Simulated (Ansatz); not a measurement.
**Nb: response to strain**

Base system: Nb in the bcc (W type) structure (space group Im-3m, No. 229; relaxed with 0.1 eV smearing).

```yaml
crystal:
  lattice:
    - [-1.63652, 1.63652, 1.63652]
    - [1.63652, -1.63652, 1.63652]
    - [1.63652, 1.63652, -1.63652]
  atoms:
    - { symbol: Nb, position: [0.00000, 0.00000, 0.00000] }
```

Cartesian axes are those of the cell as printed.

Strains are applied to the cell and any free atomic positions relax; under biaxial strain the out-of-plane vector relaxes too.

Calculations: plane-wave PAW DFT at the PBEsol level (Ansatz, a first-principles code, 420 eV), no spin-orbit coupling.

Notes on the quantities. pressure: mean of the normal stresses, compression positive.

```json
[
 {"change": "base", "pressure": "0.0 GPa", "shortest interatomic distance": "2.835 Å"},
 {"change": "biaxial strain −2.34 %, plane normal [111], relaxed out of plane", "pressure": "___", "shortest interatomic distance": "___"},
 {"change": "isotropic strain −3.69 %", "pressure": "25.0 GPa", "shortest interatomic distance": "2.730 Å"},
 {"change": "isotropic strain −1.37 %", "pressure": "8.1 GPa", "shortest interatomic distance": "2.796 Å"},
 {"change": "tensor shear ε_yz = +0.93 %", "pressure": "0.0 GPa", "shortest interatomic distance": "2.817 Å"}
]
```

### Question
Complete the table.

### Answer

- biaxial strain −2.34 %, plane normal [111], relaxed out of plane, pressure: 1.6 GPa
- biaxial strain −2.34 %, plane normal [111], relaxed out of plane, shortest interatomic distance: 2.789 Å

Stability against distortions was not tested. The base started in P-1 and relaxed to Im-3m at this level. The final runs are not spin-polarised.
